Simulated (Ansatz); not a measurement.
The starting structures come from a database of crystals and need not be the phases stable at ambient conditions.

By PBEsol, the system below comes out a metal.

A figure of merit of an interconnect metal is its ballistic conductance per area.

Input:

```
LaC2
1.0
    3.99821     0.00000     0.00000
    0.00000     5.44113     0.00000
    1.99910    -2.72057     2.43505
La C
1 2
Cartesian
  0.00000   0.00000   0.00000
  3.99821   2.72057   0.64879
  1.99910   0.00000   1.78625
```

Space group of this cell: Immm. The cell is taken as given; by PBEsol its mean pressure is -3.2 GPa.

The current flows along the normal of the first two printed cell vectors. No spin-orbit coupling; the value is a mean over 0.1 eV about the Fermi level.

**Question.** Compute, with Ansatz (an electronic-structure program) with PBEsol, the ballistic conductance per area.

**Answer.** 0.42 × 10¹⁵ S/m² for both spins.
